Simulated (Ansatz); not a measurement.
Consider CaF$_{2}$ in the fluorite structure (space group Fm-3m, No. 225).

```xyz
3
Lattice="0.0000 2.7103 2.7103 2.7103 0.0000 2.7103 2.7103 2.7103 0.0000" Properties=species:S:1:pos:R:3 pbc="T T T"
Ca     0.0000     0.0000     0.0000
F      4.0654     4.0654     4.0654
F      1.3551     1.3551     1.3551
```

Method: DFT with PBEsol, PAW potentials and a 420 eV plane-wave cutoff in Ansatz (an electronic-structure program), scalar-relativistic without spin-orbit coupling.

Carriers are added at fixed cell with a uniform background; the Fermi–Dirac width is that of 300 K.

One change was made to it. Results:

The Fermi level relative to the doped band's edge (positive inside the band; to 0.05 eV) comes out as +1.35 eV; the valley order (the lowest conduction-band minima on the path, energy above the VBM, named in the base's zone) goes from Γ 7.25 eV; X along ⟨100⟩ 8.09 eV to Γ 6.81 eV; X along ⟨100⟩ 7.87 eV.

**Question.** Name the change that was made.
A) electrons 1.0×10^21 cm⁻³
B) holes 1.0×10^22 cm⁻³
C) electrons 1.0×10^22 cm⁻³
D) holes 1.5×10^21 cm⁻³
E) holes 7.0×10^21 cm⁻³

**Answer.** C, electrons 1.0×10^22 cm⁻³. For comparison, the Fermi level from band edge in the other runs: holes 1.5×10^21 cm⁻³ gives +0.05 eV; holes 1.0×10^22 cm⁻³ gives +0.15 eV; electrons 1.0×10^21 cm⁻³ gives +0.60 eV; holes 7.0×10^21 cm⁻³ gives +0.15 eV.

Charged cell with a jellium background: band edges are those of the host's band count, energies are not comparable with the neutral cell, and many-body gap narrowing is missing. The levels and masses belong to the bands next to the band gap. No phonon test of stability was made.
